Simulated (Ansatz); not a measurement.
KCSN (Pbcm, No. 57), treated with LDA in Ansatz (PAW).

Numerical settings: plane-wave cutoff 500 eV, 6×6×6 k mesh, Fermi–Dirac smearing 0.05 eV, scalar-relativistic PAW data made under PBE.

Computed at the level's own relaxed cell.

Problem. Estimate the volume per atom and band gap that the calculation returns.

Solution. 
- volume per atom = 18.67 Å³/atom
- band gap = 3.72 eV (on the SCF k mesh)

Note: the volume lies 13 % below that of the published cell.

Computing time: roughly 9 core-minutes.

Ansatz is a program for electronic structure.
